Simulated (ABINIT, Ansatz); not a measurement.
An ABINIT input for a self-consistent single point of CaF2 (Fm-3m, 3 atoms in the cell) (DFT, PBEsol, plane waves, PAW (JTH v2.0 PBE PAW, files made for PBE)):

```
# CaF2, JTH v2.0 PBE PAW
pp_dirpath "./"
pseudos "Ca.GGA_PBE-JTH.xml, F.GGA_PBE-JTH.xml"
acell 7.1901719181 7.1901719181 7.1901719181
rprim
         0.0000000000    0.7071067812    0.7071067812
         0.7071067812    0.0000000000    0.7071067812
         0.7071067812    0.7071067812   -0.0000000000
natom 3
ntypat 2
znucl 20 9
typat 1 2 2
xcart
         0.0000000000    0.0000000000    0.0000000000
         4.0356795000    4.0356795000    4.0356795000
         1.3452265000    1.3452265000    1.3452265000
      Angstrom
ecut 24
pawecutdg 48
pawxcdev 0
ixc -116133
occopt 1
nband 14
kptopt 1
ngkpt 11 11 11
nshiftk 1
shiftk 0 0 0
nstep 100
tolvrs 1.0e-10
diemac 9
prtwf 0
prtden 0
enunit 1
```

Problem. Translate this input to Ansatz (a quantum-chemistry and plane-wave program).

Solution. This is the input that was run; spellings and numerical settings could be chosen otherwise.

Ansatz 0.2 input:
```yaml
crystal:
  lattice:
    - [0.000000, 2.690453, 2.690453]
    - [2.690453, 0.000000, 2.690453]
    - [2.690453, 2.690453, 0.000000]
  atoms:
    - { symbol: Ca, position: [0.000000, 0.000000, 0.000000] }
    - { symbol: F, position: [0.750000, 0.750000, 0.750000] }
    - { symbol: F, position: [0.250000, 0.250000, 0.250000] }
basis:
  ecutwfc: 420.0
kpoints:
  mp_grid: { grid: [11, 11, 11] }
hamiltonian:
  xc: pbesol
  pseudopotentials: { kind: paw }
scf:
  occupations: { method: fixed }
output:
  forces: true
  eigenvalues: true
  stress: true
```

Basis settings and potentials, where a program has them, do not carry over. This input uses DFT, PBEsol, plane waves, default PAW files made with PBE. Both were run: pressure 1.60 GPa in ABINIT and 1.35 in Ansatz; gap on the mesh 7.377 eV in ABINIT and 7.390 in Ansatz. Ansatz's pressure is the one without its finite-basis correction.

On Ansatz: the starting cell comes from a database of computed structures (which also holds hypothetical and non-ambient phases and stackings), without a prior relaxation at this level. Its lattice was rescaled by a random factor within 2.5 % of one.

On ABINIT: the starting cell comes from a database of computed structures (which also holds hypothetical and non-ambient phases and stackings), without a prior relaxation at this level. Its lattice was rescaled by a random factor within 2.5 % of one. The potentials were made for another functional than the one used.
